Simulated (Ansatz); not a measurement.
**Worked example: self-consistent single point of FeSi (P2_13, 8 atoms in the cell) in Ansatz (a program for electronic structure)**

Method: PBE (plane waves, PAW; Ansatz).

Input:

Ansatz 0.2 input:
```yaml
crystal:
  lattice:
    - [4.467550, 0.000000, 0.000000]
    - [0.000000, 4.467550, 0.000000]
    - [0.000000, 0.000000, 4.467550]
  atoms:
    - { symbol: Fe, position: [0.863000, 0.637000, 0.363000] }
    - { symbol: Fe, position: [0.363000, 0.863000, 0.637000] }
    - { symbol: Fe, position: [0.137000, 0.137000, 0.137000] }
    - { symbol: Fe, position: [0.637000, 0.363000, 0.863000] }
    - { symbol: Si, position: [0.157000, 0.343000, 0.657000] }
    - { symbol: Si, position: [0.657000, 0.157000, 0.343000] }
    - { symbol: Si, position: [0.843000, 0.843000, 0.843000] }
    - { symbol: Si, position: [0.343000, 0.657000, 0.157000] }
basis:
  ecutwfc: 30.9 Ry
kpoints:
  mp_grid: { grid: [6, 6, 6] }
hamiltonian:
  xc: pbe
  pseudopotentials: { kind: paw }
scf:
  occupations: { method: fermi_dirac, width: 0.0037 Ry }
output:
  forces: true
  eigenvalues: true
  stress: true
```

The program printed (abridged):

```
WARN ansatz: RAYON_NUM_THREADS=1 ignored (pool sized by the plan → 1); use --threads N
Pseudopotentials: kind: paw
Pseudopotential: Fe, paw, valence charge 16
Pseudopotential: Si, paw, valence charge 4
Crystal: 8 atoms, lattice volume = 89.168 Å³
Basis set: ecut = 420.4159175005146 eV, 1743 PW (Γ), exchange–correlation on 60×60×60 points (8 copies of the dense FFT grid, shifted against one another)
Bands: 48, of which v1, the nominal top of the filled ones, is band 40 counted from 1 (39 counted from 0)
Symmetry: 12 space group operations
Space group: P213 (ITA 198), of the structure as read, at distance tolerance 4.5e-5 Å
k-points: 24 of 216 (time reversal used)
Initial density: superposition of atomic densities (neutral atoms: chi_scale 0, normalization atom), corrected by the library's trained network
Initial wavefunctions: pseudopotential atomic-orbital guess
Eigensolver: davidson
Functional: x = pbe(κ = 0.804, μ = 0.2195149727645171), c = pbe(β = 0.06672455060314922)
SCF iter   1: F=—  HF=-20469.273181 eV  |F-HF|=—  |Δ(HF+E_count)|=         —  Δρ=1.15e-2  dr2=3.35e-2  ethr=1.77e-3  ⟨swp⟩=6.4  Hψ=4414  notcnv=0  defer=2
all-band conjugate gradients solve this SCF's bands
preconditioner: auto → Resta (q_TF=auto, 2.679 Å⁻¹)
SCF iter   2: F=—  HF=-20469.259971 eV  |F-HF|=—  |Δ(HF+E_count)|=   1.32e-2  Δρ=4.43e-3  dr2=7.14e-3  ethr=4.19e-5  ⟨swp⟩=2.0  Hψ=1594  notcnv=0  defer=17
SCF iter   3: F=—  HF=-20469.258330 eV  |F-HF|=—  |Δ(HF+E_count)|=   1.64e-3  Δρ=9.09e-4  dr2=3.95e-4  ethr=8.93e-6  ⟨swp⟩=2.4  Hψ=1617  notcnv=0  defer=17
SCF iter   4: F=—  HF=-20469.258290 eV  |F-HF|=—  |Δ(HF+E_count)|=   3.98e-5  Δρ=3.63e-4  dr2=1.00e-4  ethr=4.93e-7  ⟨swp⟩=2.5  Hψ=1832  notcnv=0  defer=17
SCF iter   5: F=—  HF=-20469.258279 eV  |F-HF|=—  |Δ(HF+E_count)|=   1.15e-5  Δρ=5.34e-5  dr2=2.01e-6  ethr=1.25e-7  ⟨swp⟩=2.0  Hψ=1528  notcnv=0  defer=17
SCF iter   6: F=—  HF=-20469.258116 eV  |F-HF|=—  |Δ(HF+E_count)|=   1.62e-4  Δρ=1.30e-5  dr2=9.40e-8  ethr=1.25e-10  ⟨swp⟩=6.1  Hψ=5307  notcnv=0
SCF iter   7: F=-20469.258116 eV  HF=-20469.258116 eV  |F-HF|=7.68e-9  |Δ(HF+E_count)|=   7.28e-9  Δρ=3.89e-6  dr2=9.11e-9  ethr=1.17e-10  ⟨swp⟩=2.0  Hψ=3510  notcnv=0
SCF 1 converged in 7 iterations: F = -20469.258116 eV  dr2 = 9.11e-9
SCF converged after 7 iterations
Free energy (F): -20469.258116 eV
Harris-Foulkes:  -20469.258116 eV  (|F-HF|=7.68e-9)
Internal energy: -20469.216571 eV  (E = F + TS)
E sigma→0 (E₀):  -20469.237344 eV
Entropy (-TS):   -0.041545 eV (-5.193 meV/atom)
Fermi energy:    16.503254 eV
--- Per-component energies (eV) ---
  E_band       = -816.574454
  E_kinetic    = 1607.411700
  E_local      = -10562.751577  (includes V_loc(G=0)·N_el)
  E_nonlocal   = 952.802038
  E_hartree    = 4597.006849
  E_xc         = -708.060049
  E_vxc        = -815.694241  (∫ρ·V_xc dr)
  E_paw        = -7507.505371  (= ΣΔE_a)
  E_vpaw       = -1192.370736  (= ΣTr[D̂ρ^β])
  E_aug_tail   = 0.003393  (compensation charges beyond the density's cutoff)
  E_ewald      = -8848.123554
  E_smearing   = -0.041545  (= −TS)
  E_closure    = -0.000000  (closes the sum)
  Σ components = -20469.258116   (vs F -20469.258116, Δ=0.00e0)
--- Forces (eV/Å), atoms counted from 1 ---
  atom   1  Fe     0.04994483    -0.04994483     0.04994483
  atom   2  Fe     0.04994483     0.04994483    -0.04994483
  atom   3  Fe    -0.04994483    -0.04994483    -0.04994483
  atom   4  Fe    -0.04994483     0.04994483     0.04994483
  atom   5  Si     0.15109987    -0.15109987     0.15109987
  atom   6  Si     0.15109987     0.15109987    -0.15109987
  atom   7  Si    -0.15109987    -0.15109987    -0.15109987
  atom   8  Si    -0.15109987     0.15109987     0.15109987
  max |Σ_I F_I| component: 1.39e-16 eV/Å
--- Stress (GPa, compression-positive) ---
       -3.277264       0.000000      -0.000000
        0.000000      -3.277264      -0.000000
       -0.000000       0.000000      -3.277264
  P = ⅓ Tr σ = -3.2773 GPa (-32.773 kbar)
  The stress holds the Pulay correction. Without it, at fixed plane waves, as pw.x and ABINIT print it: P = -3.3413 GPa
--- Band table (eV; the first three rows and the last of 24) ---
  k-point 0: bands = ["-70.2273", "-70.2092", "-70.2092", "-70.2092", "-36.5341", "-36.5341", "-36.5341", "-36.4752", "-36.2563", "-36.2563", "-36.2563", "-36.2017", "-36.2017", "-36.1819", "-36.1819", "-36.1819", "3.2224", "8.5522", "8.5522", [...]
  k-point 1: bands = ["-70.2263", "-70.2121", "-70.2089", "-70.2075", "-36.5404", "-36.5353", "-36.5239", "-36.4781", "-36.2672", "-36.2599", "-36.2415", "-36.2011", "-36.1981", "-36.1856", "-36.1848", "-36.1797", "3.4272", "7.4929", "8.6744", [...]
  k-point 2: bands = ["-70.2238", "-70.2159", "-70.2081", "-70.2069", "-36.5426", "-36.5383", "-36.5113", "-36.4862", "-36.2727", "-36.2670", "-36.2250", "-36.2005", "-36.1921", "-36.1906", "-36.1898", "-36.1802", "4.0288", "6.2017", "9.0243", [...]
  k-point 23: bands = ["-70.2137", "-70.2137", "-70.2137", "-70.2137", "-36.5209", "-36.5209", "-36.5209", "-36.5209", "-36.2504", "-36.2504", "-36.2504", "-36.2504", "-36.1781", "-36.1781", "-36.1781", "-36.1781", "7.3342", "7.3342", "7.3342", [...]
```

The run converged in 7 iterations.

The starting cell has typed, rounded lattice constants, without a prior relaxation at this level. Its lattice was rescaled by up to half a per cent. Spin polarisation is off. With a pressure of about -3 GPa the cell is away from its equilibrium volume at this level. Ansatz's pressure includes its estimate of the finite-basis (Pulay) stress.
